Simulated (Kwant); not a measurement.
System: wire with one Gaussian impurity in a InAs two-dimensional gas. Effective mass 0.023 mₑ, grid spacing 8.3 nm, hard walls, nominal width 200 nm (25 grid rows, so walls 215.8 nm apart), one parabolic valley, scattering region 600 nm long along x; energies count from the band bottom; Fermi energy swept from 0.00032698 to 0.0069484 eV. Impurity U exp(−r²/2σ²), U = 0.0012 eV, σ = 20 nm, 0 nm off the axis.

The device is made up for the run: typed textbook-type constants, with dimensions and the other settings drawn at random.

Kwant, effective-mass tight-binding model on a square grid, one spin, coherent transport at 0 K. Conductance is in e²/h.

Sweep values stay those of the base run.

The impurity strength was swept, all else fixed.

```
impurity strength (eV)  G (e²/h) at E = 1.941 meV  mean G (e²/h) over the sweep  G (e²/h) at E = 3.610 meV
----------------------  -------------------------  ----------------------------  -------------------------
-0.0012                                      1.98                          2.56                       2.95
0.0006                                       1.99                          2.59                       2.98
0.0012                                       1.98                          2.54                       2.90
0.0024                                       1.91                          2.40                       2.59
```

From the first row to the last the G at E = 1.941 meV goes from 1.98 to 1.91. From the first row to the last the mean G over the sweep goes from 2.56 to 2.40.
